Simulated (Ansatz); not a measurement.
The starting structures come from a database of crystals and need not be the phases stable at ambient conditions.

Consider the following.

```
CELL_PARAMETERS angstrom
      3.86607     0.00000     0.00000
      0.00000     3.86607     0.00000
      1.93304    -1.93304     2.73373
ATOMIC_POSITIONS crystal
  Mg 0.00000 0.00000 0.00000
  Se 0.50000 0.50000 0.00000
```

Space group of this cell: Fm-3m, rock salt. The cell is taken as given.

All values below come from r2SCAN (plane waves, PAW; Ansatz, a program for electronic structure).

The current runs along the normal of the first two printed vectors; no spin-orbit coupling. Scaled by the factor s: the length along the current (ions clamped). The meshes follow the cell: 12×12×12 and 8×8 across at s = 0.97, 12×12×12 and 8×8 across at s = 1.00, 10×10×10 and 8×8 across at s = 1.03.

```
s     mean pressure (GPa)  band gap (eV)
----  -------------------  -------------
0.97                  2.5              ?
1.00                  0.2           2.48
1.03                 -1.6           2.30
```

Problem. Take the slope of the band gap against ln s from the two given rows, extrapolate to s = 0.97, and say what the run there gives.

Solution. Slope = (2.30 − 2.48) / ln 1.03 = -6.09 eV. The line gives 2.48 + (-6.09) × ln 0.97 = 2.67 eV. The run gives 2.39 eV, 0.28 eV under the line, 149 % of the predicted step.
